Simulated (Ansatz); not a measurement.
# Carrier doping in hypothetical rock salt BN

Base system: BN in the rock salt structure (space group Fm-3m, No. 225; a = 3.503 Å; a hypothetical phase, not in the database extracts checked).

Carriers are added at fixed cell with a uniform background; the Fermi–Dirac width is that of 300 K.

All numbers come from PBE (Ansatz, a quantum-chemistry and plane-wave program, PAW, spin-orbit coupling left out).

Notes on the quantities. Fermi level from band edge: Fermi level relative to the doped band's edge (positive inside the band; to 0.05 eV).

```csv
change,Fermi level from band edge,gap between the host's bands
undoped,–,1.13 eV
electrons 7.0×10^20 cm⁻³,+0.25 eV,1.13 eV
electrons 1.0×10^21 cm⁻³,+0.30 eV,1.13 eV
electrons 7.0×10^21 cm⁻³,+1.00 eV,1.15 eV
electrons 2.0×10^22 cm⁻³,+1.85 eV,1.19 eV
holes 7.0×10^20 cm⁻³,+0.10 eV,1.14 eV
holes 1.0×10^21 cm⁻³,+0.10 eV,1.15 eV
holes 7.0×10^21 cm⁻³,+0.35 eV,1.24 eV
holes 2.0×10^22 cm⁻³,+0.65 eV,1.43 eV
```

Charged cell with a jellium background: band edges are those of the host's band count, energies are not comparable with the neutral cell, and many-body gap narrowing is missing. No phonon test of stability was made.
